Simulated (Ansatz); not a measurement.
The starting structures come from a database of crystals and need not be the phases stable at ambient conditions.

## Evanescent states of Y(HO)3 (P6_3/m, not sure to be the ambient phase, 14 atoms a cell, 8.9 Å³ an atom, -4 GPa at this level) along the normal of (111)

Computed with r2SCAN (plane waves, PAW; Ansatz, a quantum-chemistry and plane-wave program).

The gap is the functional's own. No spin-orbit coupling. Mid-gap values are interpolated on the energy grid.

Energies count from the valence-band top; κ is the least over a 4×4 mesh across the current.

```json
[
 {"E (eV)": "0.10", "κ (1/Å)": "0.149", "where": "Γ"},
 {"E (eV)": "0.32", "κ (1/Å)": "0.231", "where": "Γ"},
 {"E (eV)": "0.53", "κ (1/Å)": "0.277", "where": "Γ"},
 {"E (eV)": "0.73", "κ (1/Å)": "0.308", "where": "Γ"},
 {"E (eV)": "0.94", "κ (1/Å)": "0.330", "where": "Γ"},
 {"E (eV)": "1.16", "κ (1/Å)": "0.347", "where": "Γ"},
 {"E (eV)": "1.36", "κ (1/Å)": "0.360", "where": "Γ"},
 {"E (eV)": "1.57", "κ (1/Å)": "0.369", "where": "Γ"},
 {"E (eV)": "1.78", "κ (1/Å)": "0.375", "where": "Γ"},
 {"E (eV)": "2.00", "κ (1/Å)": "0.378", "where": "Γ"},
 {"E (eV)": "2.21", "κ (1/Å)": "0.378", "where": "Γ"},
 {"E (eV)": "2.42", "κ (1/Å)": "0.375", "where": "Γ"},
 {"E (eV)": "2.62", "κ (1/Å)": "0.369", "where": "Γ"},
 {"E (eV)": "2.83", "κ (1/Å)": "0.360", "where": "Γ"},
 {"E (eV)": "3.04", "κ (1/Å)": "0.348", "where": "Γ"},
 {"E (eV)": "3.25", "κ (1/Å)": "0.331", "where": "Γ"},
 {"E (eV)": "3.46", "κ (1/Å)": "0.310", "where": "Γ"},
 {"E (eV)": "3.67", "κ (1/Å)": "0.281", "where": "Γ"},
 {"E (eV)": "3.88", "κ (1/Å)": "0.243", "where": "Γ"},
 {"E (eV)": "4.09", "κ (1/Å)": "0.189", "where": "Γ"},
 {"E (eV)": "4.30", "κ (1/Å)": "0.088", "where": "Γ"}
]
```

Task: How thick must the barrier be to attenuate the transmission by 10^4 when the electrodes' Fermi level lies at 2.62 eV, and what attenuation does that film give at 1.78 eV?

Result: d = 4 ln 10 / (2 × 0.369) = 12.5 Å. At 1.78 eV it gives 4 × 0.375/0.369 = 4.1 decades.
